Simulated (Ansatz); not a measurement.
Take SrTe in the rock salt structure (space group Fm-3m, No. 225; a = 6.607 Å) as the base. Axes: x, y, z lie along the cube axes.

Calculations: DFT with PBEsol, PAW potentials and a 420 eV plane-wave cutoff in Ansatz (a program for electronic structure), no SOC.

Base values:

| Item | Result |
|---|---|
| Electron mass | 1.3 mₑ along k, 0.24 mₑ across (at X) |

Perturbation: biaxial strain +4.22 %, plane normal [111], relaxed out of plane (Cartesian); in-plane vectors clamped, the third vector and the atoms free.

Question: What does the calculation give for the energy relative to the base after the change?

Answer: The energy goes up by 21 meV/atom.

Question: Estimate the effect on the electron mass.

Answer: The electron mass becomes 1.3 mₑ along k, 0.25 mₑ across (at X) (base: 1.3 mₑ along k, 0.24 mₑ across (at X)).

Spin-orbit coupling, missing from the scalar runs, can matter with Te. The levels and masses belong to the bands next to the band gap. Masses are band curvatures over ±0.01 Å⁻¹ around the edge. Along k means along the line from Γ to the band edge. Stability against distortions was not tested.
